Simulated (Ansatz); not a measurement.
System: interstitial H in zinc-blende BAs (charge state +1). These are PBE, PAW (plane waves to 420 eV; Ansatz, a quantum-chemistry and plane-wave program) values and carry that method's errors.

Settings: 64 host sites, the relaxed PBE lattice, one k-point at (0.250, 0.250, 0.250), smearing 0.01 eV, spin-restricted, no image-charge correction. Energies are static. The charge state is imposed; whether it is stable for some Fermi level was not computed. Sites that were not tried may lie lower.

Barriers: single points on a 2×2×2 k-point mesh shifted by half a step at the bands' geometries (they differ from the bands' own by up to 0.15 eV, and are uncertain by about as much).

Relaxed starting cell (atoms counted from 1):

```yaml
crystal:
  lattice:
    - [9.61897, 0.00000, 0.00000]
    - [0.00000, 9.61897, 0.00000]
    - [0.00000, 0.00000, 9.61897]
  atoms:
    - { symbol: B, position: [0.98284, 0.98351, 0.01582] }
    - { symbol: B, position: [0.00017, 0.00076, 0.50128] }
    - { symbol: B, position: [0.00008, 0.50089, 0.00167] }
    - { symbol: B, position: [0.99954, 0.50183, 0.49974] }
    - { symbol: B, position: [0.50033, 0.00068, 0.00174] }
    - { symbol: B, position: [0.50118, 0.00013, 0.49979] }
    - { symbol: B, position: [0.50001, 0.50060, 0.00292] }
    - { symbol: B, position: [0.50033, 0.50091, 0.50152] }
    - { symbol: As, position: [0.12495, 0.12558, 0.37624] }
    - { symbol: As, position: [0.14743, 0.14798, 0.85819] }
    - { symbol: As, position: [0.12473, 0.62597, 0.37656] }
    - { symbol: As, position: [0.12470, 0.62545, 0.87627] }
    - { symbol: As, position: [0.62532, 0.12537, 0.37664] }
    - { symbol: As, position: [0.62480, 0.12533, 0.87630] }
    - { symbol: As, position: [0.62475, 0.62533, 0.37639] }
    - { symbol: As, position: [0.62296, 0.62353, 0.87546] }
    - { symbol: B, position: [0.00048, 0.25017, 0.25162] }
    - { symbol: B, position: [0.00071, 0.25610, 0.74688] }
    - { symbol: B, position: [0.99943, 0.74945, 0.25283] }
    - { symbol: B, position: [0.99937, 0.74988, 0.75223] }
    - { symbol: B, position: [0.50106, 0.25094, 0.25173] }
    - { symbol: B, position: [0.50156, 0.25086, 0.75062] }
    - { symbol: B, position: [0.49909, 0.75041, 0.25238] }
    - { symbol: B, position: [0.49986, 0.75095, 0.75130] }
    - { symbol: As, position: [0.12428, 0.37696, 0.12758] }
    - { symbol: As, position: [0.12663, 0.37937, 0.62217] }
    - { symbol: As, position: [0.12542, 0.87230, 0.12861] }
    - { symbol: As, position: [0.12383, 0.87641, 0.62683] }
    - { symbol: As, position: [0.62547, 0.37519, 0.12617] }
    - { symbol: As, position: [0.62581, 0.37573, 0.62578] }
    - { symbol: As, position: [0.62341, 0.87494, 0.12768] }
    - { symbol: As, position: [0.62460, 0.87521, 0.62571] }
    - { symbol: B, position: [0.24957, 0.00109, 0.25159] }
    - { symbol: B, position: [0.25554, 0.00126, 0.74689] }
    - { symbol: B, position: [0.25034, 0.50163, 0.25173] }
    - { symbol: B, position: [0.25021, 0.50222, 0.75061] }
    - { symbol: B, position: [0.74879, 0.00008, 0.25293] }
    - { symbol: B, position: [0.74927, 0.00005, 0.75227] }
    - { symbol: B, position: [0.74982, 0.49967, 0.25235] }
    - { symbol: B, position: [0.75037, 0.50041, 0.75130] }
    - { symbol: As, position: [0.37639, 0.12489, 0.12757] }
    - { symbol: As, position: [0.37875, 0.12724, 0.62221] }
    - { symbol: As, position: [0.37461, 0.62605, 0.12618] }
    - { symbol: As, position: [0.37514, 0.62640, 0.62579] }
    - { symbol: As, position: [0.87168, 0.12599, 0.12873] }
    - { symbol: As, position: [0.87584, 0.12439, 0.62683] }
    - { symbol: As, position: [0.87432, 0.62396, 0.12760] }
    - { symbol: As, position: [0.87456, 0.62517, 0.62568] }
    - { symbol: B, position: [0.25367, 0.25430, 0.00636] }
    - { symbol: B, position: [0.25101, 0.25162, 0.49954] }
    - { symbol: B, position: [0.24982, 0.75074, 0.00034] }
    - { symbol: B, position: [0.24950, 0.75129, 0.50222] }
    - { symbol: B, position: [0.75018, 0.25034, 0.00038] }
    - { symbol: B, position: [0.75072, 0.25011, 0.50223] }
    - { symbol: B, position: [0.74499, 0.74561, 0.00472] }
    - { symbol: B, position: [0.74982, 0.75044, 0.50153] }
    - { symbol: As, position: [0.37584, 0.37643, 0.37526] }
    - { symbol: As, position: [0.37708, 0.37771, 0.87398] }
    - { symbol: As, position: [0.37414, 0.87547, 0.37640] }
    - { symbol: As, position: [0.37559, 0.87610, 0.87650] }
    - { symbol: As, position: [0.87485, 0.37476, 0.37641] }
    - { symbol: As, position: [0.87551, 0.37606, 0.87648] }
    - { symbol: As, position: [0.87458, 0.87524, 0.37681] }
    - { symbol: As, position: [0.86569, 0.86631, 0.87651] }
    - { symbol: H, position: [0.02854, 0.02948, 0.90258] }
```
Cell charge +1.

End state 1 differs by these moves (Å; atoms that move under 0.08 Å are left out):

```
atom  element     Δx     Δy     Δz
----  -------  -----  -----  -----
1           B   0.01   0.32  -0.31
10         As  -0.20  -0.18   0.14
27         As   0.22  -0.13   0.19
33          B   0.05   0.06   0.03
38          B  -0.03   0.05  -0.06
55          B   0.05   0.07  -0.04
64         As   0.01   0.10  -0.09
65          H   0.01  -1.21   1.23
```

**Question.** What is the computed forward and backward barriers to end state 1 (PBE, PAW)?

**Answer.** forward 0.12 eV, backward 0.12 eV; at the saddle point atom 65 has neighbours 2 As at 1.87; B at 1.24 Å. The saddle point's order was not checked, and it lies on a symmetry element of the cell, where a band can be held.
